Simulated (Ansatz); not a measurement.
A self-consistent single point of Pb (Fm-3m, 1 atom in the cell) with Ansatz (an electronic-structure program).

Level of theory: PBE (plane waves, PAW; Ansatz).

The change in words: lattice scaled by 0.98; basis.ecutrho_ratio: default → 16. Reference geometry:
```xyz
1
Lattice="0.0000 2.4676 2.4676 2.4676 0.0000 2.4676 2.4676 2.4676 0.0000" Properties=species:S:1:pos:R:3 pbc="T T T"
Pb     0.0000     0.0000     0.0000
```

Reference input (self-consistent single point, DFT, PBE, plane waves, default PAW files): basis.ecutwfc = 420 eV; kpoints.mp_grid.grid = 12 12 12; hamiltonian.xc = pbe; hamiltonian.pseudopotentials = {kind: paw} (the program's default PAW files); scf.occupations.method = gaussian; scf.occupations.width = 0.1 eV. This run's input differs from it in these lines:

Ansatz 0.2 input:
```diff
@@ -2,5 +2,5 @@
   lattice:
-    - [0.00000000, 2.46757500, 2.46757500]
-    - [2.46757500, 0.00000000, 2.46757500]
-    - [2.46757500, 2.46757500, 0.00000000]
+    - [0.00000000, 2.41822400, 2.41822400]
+    - [2.41822400, 0.00000000, 2.41822400]
+    - [2.41822400, 2.41822400, 0.00000000]
   atoms:
@@ -9,2 +9,3 @@
   ecutwfc: 420.0 eV
+  ecutrho_ratio: 16
 kpoints:
```

Output (repeated stretches shortened):

```
SCF iter   1: F=—  HF=-11906.332577 eV  |F-HF|=—  |Δ(HF+E_count)|=         —  Δρ=6.49e-4  dr2=1.11e-4  ethr=1.77e-3  ⟨swp⟩=5.7  Hψ=5282  notcnv=0
all-band conjugate gradients solve this SCF's bands
preconditioner: auto → none
SCF iter   2: F=—  HF=-11906.332168 eV  |F-HF|=—  |Δ(HF+E_count)|=   4.09e-4  Δρ=5.81e-4  dr2=6.07e-5  ethr=7.93e-7  ⟨swp⟩=2.1  Hψ=1823  notcnv=0
SCF iter   3: F=—  HF=-11906.332168 eV  |F-HF|=—  |Δ(HF+E_count)|=   2.14e-8  Δρ=1.18e-4  dr2=3.89e-6  ethr=4.33e-7  ⟨swp⟩=2.0  Hψ=1238  notcnv=0
SCF iter   4: F=—  HF=-11906.332168 eV  |F-HF|=—  |Δ(HF+E_count)|=   6.55e-7  Δρ=3.31e-5  dr2=2.90e-7  ethr=2.78e-8  ⟨swp⟩=1.0  Hψ=775  notcnv=0
iter 5 did not close the SCF: its close was put off for the readings that it lacked (scf_convergence_deferred on its scf_iter line)
SCF iter   5: F=-11906.332168 eV  HF=-11906.332168 eV  |F-HF|=1.21e-8  |Δ(HF+E_count)|=   1.36e-7  Δρ=7.32e-6  dr2=1.15e-8  ethr=2.07e-9  ⟨swp⟩=2.0  Hψ=1193  notcnv=0
SCF iter   6: F=-11906.332168 eV  HF=-11906.332168 eV  |F-HF|=4.18e-11  |Δ(HF+E_count)|=   5.28e-9  Δρ=4.31e-7  dr2=4.11e-11  ethr=8.21e-11  ⟨swp⟩=3.6  Hψ=3588  notcnv=0
SCF 1 converged in 6 iterations: F = -11906.332168 eV  dr2 = 4.11e-11
Free energy (F): -11906.332168 eV
Internal energy: -11906.325652 eV  (E = F + TS)
E sigma→0 (E₀):  -11906.328910 eV
Entropy (-TS):   -0.006516 eV (-6.516 meV/atom)
Fermi energy:    12.087283 eV
--- Forces (eV/Å), atoms counted from 1 ---
  atom   1  Pb     0.00000000     0.00000000     0.00000000
--- Stress (GPa, compression-positive) ---
        6.691962      -0.000000      -0.000000
       -0.000000       6.691962       0.000000
       -0.000000       0.000000       6.691962
  P = ⅓ Tr σ = 6.6920 GPa (66.920 kbar)
  The stress holds the Pulay correction. Without it, at fixed plane waves, as pw.x and ABINIT print it: P = 6.6673 GPa
```

The run converged in 6 iterations. Against the reference run the free energy rises by 53.2 meV/atom and the pressure goes from 3.15 to 6.69 GPa.

The starting cell has typed, rounded lattice constants, without a prior relaxation at this level. Its lattice was rescaled by up to half a per cent. For this run, on top of that: lattice scaled by 0.98. Ansatz's pressure includes its estimate of the finite-basis (Pulay) stress.
